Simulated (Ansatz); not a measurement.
Hypothetical zinc blende YP, pressure series

The parent structure is YP in the zinc blende structure (space group F-43m, No. 216; a = 6.290 Å; a hypothetical phase, not in the database extracts checked).

Cell and atoms are relaxed at each pressure.

Level of theory: DFT with PBE, PAW potentials and a 420 eV plane-wave cutoff in Ansatz (an electronic-structure program), spin-orbit coupling left out.

Candidates:
(a) pressure 15 GPa
(b) pressure 9 GPa
(c) pressure 30 GPa

For the base:

Band gap: 1.64 eV

**Question.** Order them by band gap, highest first.

**Answer.** (b) pressure 9 GPa (1.48 eV), (a) pressure 15 GPa (1.36 eV), (c) pressure 30 GPa (1.03 eV)

Load acts through the strain it causes; cell and atoms are relaxed under it. Whether these cells are dynamically stable was not tested. No other phases were tried under pressure.
